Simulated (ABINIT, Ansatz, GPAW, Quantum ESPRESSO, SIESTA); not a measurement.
# Code comparison for Mg₆SiW (P1, 8 atoms in the cell)

Self-consistent single point, at a second geometry (atoms moved at random). First geometry:

```xyz
8
Lattice="5.0542 0.0000 0.0000 0.0000 2.8092 5.3479 0.0000 -2.8092 5.3479" Properties=species:S:1:pos:R:3 pbc="T T T"
Mg     2.5271     1.4086     4.5256
Mg     2.5271    -1.4086     4.5256
Mg     0.0000     1.3606     6.2177
Mg     0.0000    -1.3606     6.2177
Mg     0.0000     0.0000     3.4629
Mg     0.0000     0.0000     8.7888
Si     2.5271     0.0000     1.8220
W      2.5271     0.0000     7.2227
```

Second geometry:
```xyz
8
Lattice="5.0542 0.0000 0.0000 0.0000 2.8092 5.3479 0.0000 -2.8092 5.3479" Properties=species:S:1:pos:R:3 pbc="T T T"
Mg     2.5431     1.3900     4.5311
Mg     2.5109    -1.3512     4.5496
Mg    -0.0101     1.4168     6.2168
Mg     0.0207    -1.3577     6.2145
Mg    -0.0195    -0.0166     3.5321
Mg     0.0279    -0.0684     8.7819
Si     2.5060    -0.0059     1.7802
W      2.5295    -0.0069     7.1767
```

Shared settings, as Ansatz (an electronic-structure program) writes them: kpoints.mp_grid.grid = 3 3 3; scf.occupations.method = fermi_dirac; scf.occupations.width = 0.1 eV. Potentials and cutoffs stand in the table.

```
code                                                                                                                                      model  ΔF from the first geometry (meV/atom)  pressure (GPa)  largest force (eV/Å)       cutoff
----------------  -----------------------------------------------------------------------------------------------------------------------------  -------------------------------------  --------------  --------------------  -----------
ABINIT                                                           PBEsol, norm-conserving pseudopotentials (PseudoDojo nc-sr-04 PBEsol standard)                                    9.3           -1.39                 0.569      1143 eV
SIESTA            GGA PBEsol, numerical atomic orbitals DZP, PseudoDojo PBEsol standard norm-conserving potentials (rewritten from UPF to PSML)                                   11.3            1.25                     –  grid 350 Ry
GPAW                                                                                      PBEsol, GPAW PAW datasets PBEsol (made by gpaw-setup)                                    9.3           -1.40                 0.567       800 eV
Ansatz                                                                                                          PBEsol, PAW files made with PBE                                    9.3           -1.46                 0.565       420 eV
Quantum ESPRESSO                                                                           PBEsol, GBRV 1.5 ultrasoft (PBESOL) pseudopotentials                                    9.3           -1.83                 0.565        40 Ry
```

Size of the force on each atom (eV/Å): Sizes of forces hide their directions.

| code | Mg1 | Mg2 | Mg3 | Mg4 | Mg5 | Mg6 | Si7 | W8 |
|---|---|---|---|---|---|---|---|---|
| ABINIT | 0.377 | 0.569 | 0.325 | 0.154 | 0.402 | 0.429 | 0.262 | 0.300 |
| GPAW | 0.379 | 0.567 | 0.324 | 0.150 | 0.402 | 0.428 | 0.262 | 0.302 |
| Ansatz | 0.377 | 0.565 | 0.324 | 0.151 | 0.403 | 0.428 | 0.262 | 0.299 |
| Quantum ESPRESSO | 0.378 | 0.565 | 0.325 | 0.152 | 0.403 | 0.428 | 0.262 | 0.299 |

A dash marks a value that a program does not give, or that is left out as unsure.

On Ansatz's run: spin-orbit coupling is off. Spin polarisation is off.

The spread over the programs that give each value: ΔF from the first geometry within 2.0 meV/atom; pressure within 3.08 GPa; largest force within 0.004 eV/Å.

SIESTA uses small atom-centred bases, whose incompleteness enters pressures, forces and empty levels differently from a plane-wave cutoff. Ansatz's pressure is given at a fixed set of plane waves, as the other plane-wave codes print theirs. In the pressure, SIESTA (by 2.68) lies more than 1 GPa from the median of the plane-wave programs.

The shared mesh is coarse (it stands for a supercell whose shortest vector is 15 Å), so the values are not converged in it.

The starting cell comes from a database of computed structures (which also holds hypothetical and non-ambient phases and stackings), without a prior relaxation at this level. For this run, on top of that: atoms moved at random.

Left out of this page: CP2K (unsound by tests on forces, stress, charge or solver warnings).

Keys are those of Ansatz 0.2.
